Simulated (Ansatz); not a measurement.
Start from AgCl in the rock salt structure (space group Fm-3m, No. 225; a = 5.447 Å).

Structures relaxed with plane-wave PAW DFT at the PBEsol level (Ansatz, a quantum-chemistry and plane-wave program, 420 eV), without spin-orbit coupling.

Base:

Simulated powder pattern, Cu Kα1, λ = 1.54056 Å (kinematic, ideal powder, no thermal factors, no anomalous dispersion; the 10 strongest lines at most, above 2 %, up to 2θ = 90°):

```
2θ (°)  I/Imax (%)    hkl
------  ----------  -----
28.35           51  (111)
32.86          100  (200)
47.15           68  (220)
55.94           23  (311)
58.66           23  (222)
68.89           10  (400)
76.10          9.1  (331)
78.45           28  (420)
87.69           22  (422)
```

After one change:

Simulated powder pattern, Cu Kα1, λ = 1.54056 Å (kinematic, ideal powder, no thermal factors, no anomalous dispersion; the 10 strongest lines at most, above 2 %, up to 2θ = 90°):

| 2θ (°) | I/Imax (%) |
|---|---|
| 27.79 | 51 |
| 32.19 | 100 |
| 46.17 | 69 |
| 54.75 | 24 |
| 57.40 | 23 |
| 67.35 | 10 |
| 74.35 | 9.2 |
| 76.63 | 28 |
| 85.55 | 22 |

**Question.** What was done to the base?
A. isotropic strain +3.00 %
B. isotropic strain +1.00 %
C. isotropic strain +2.00 %
D. isotropic strain +1.50 %

**Answer.** C, isotropic strain +2.00 %. Its volume per atom is 21.44 Å³ against 20.21 Å³, and its space group is Fm-3m (No. 225).

Stability against distortions was not tested.
